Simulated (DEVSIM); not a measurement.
Device: illuminated Si p-on-n cell, one wavelength, with a back-surface field, at 300 K.

```
layer (left to right)  material  thickness (μm)  Nd (cm⁻³)  Na (cm⁻³)   τn (s)   τp (s)  absorption coefficient (cm⁻¹)
---------------------  --------  --------------  ---------  ---------  -------  -------  -----------------------------
1                            Si          0.0620          -     5.2e17   2.9e-6   1.3e-5                           1100
2                            Si            44.0     1.6e17          -  0.00024  0.00024                           1100
3                            Si           0.780     5.3e18          -  0.00024  0.00024                           1100
```

Left contact: ohmic, minority electron recombination velocity 2e5 cm/s. Right contact: ohmic, minority hole recombination velocity 1000 cm/s. Voltage is applied to the left contact. Recombination: SRH at mid-gap, radiative, Auger. Gap narrowing is on: ΔEg = 6.92 meV × (l + √(l² + 0.5)), l = ln(N/1.3e17 cm⁻³), shared equally by both band edges. Light enters at the left, 3.4e17 photons cm⁻² s⁻¹, one pass, no reflection. Mobility is constant in doping.

This is a model device: material constants are rounded textbook-type values typed into the input, and sizes, dopings and lifetimes were drawn at random. Values at 300 K.

```tsv
parameter	Si
gap (eV)	1.124
affinity (eV)	4.05
permittivity	11.7
Nc (cm⁻³)	2.86e19
Nv (cm⁻³)	3.1e19
μn (cm²/Vs)	1417
μp (cm²/Vs)	470
B (cm³/s)	4.7e-15
Cn (cm⁶/s)	2.8e-31
Cp (cm⁶/s)	9.9e-32
```

Simulated with DEVSIM: 1D drift-diffusion, Boltzmann statistics, complete ionisation; no tunnelling, impact ionisation, image-force lowering or self-heating.

### Question
Give the current under light (generator sign).

### Answer

```csv
V (V),J (mA/cm²)
0.00,53.0
0.08,53.0
0.16,53.0
0.24,53.0
0.32,53.0
0.42,52.8
0.44,52.6
0.46,52.1
0.48,51.2
0.50,49.1
0.52,44.6
0.54,34.8
0.56,13.6
0.58,-32.2
```
